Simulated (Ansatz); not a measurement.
# Sn on the 1x1 (111) surface of fcc Au (the real clean face reconstructs), one in a 2x2 cell, started at the site 'hollow Au-Au-Au over Au at depth 2.4 Å'

Computed with PBE (plane waves to 420 eV, PAW; Ansatz, an electronic-structure program).

Set-up: 17 atoms, 7.2 Å thick at the start under the adsorbate (thin: gaps and levels are the slab's own); mesh 6x6x1; 0.1 eV smearing; dipole correction on; 8 atoms held, the rest relaxed; held to the start's symmetry, so lower structures may exist; spin-polarised, no spin-orbit, no U, no dispersion correction. The starting moment vanished. At the end it is bonded to 3 Au. In PBE this state lies 0.07 eV over the lowest of the starts that converged ('hollow Au-Au-Au over Au at depth 4.8 Å').

The adsorption energy against an atom of beta tin is -0.23 eV. The work function of the top face comes out as 4.17 eV, the change of the work function comes out as -0.95 eV and the change of the step from the bottom to the top vacuum level, against the clean slab is -1.06 eV. The energy released by relaxation is 0.10 eV, the height of the binding atom over the mean of the host atoms within 0.3 Å of the top one is 2.089 Å and the magnetic moment of the cell is 0.00 μB. The nearest host atoms of the binding atom comes out as Au at 2.73 Å, Au at 2.73 Å, Au at 2.73 Å and the largest move of a host atom comes out as 0.12 Å. The cost comes out as very roughly 12 core-minutes.

A negative adsorption energy means that the adsorbate is more stable on the surface than in its reference.
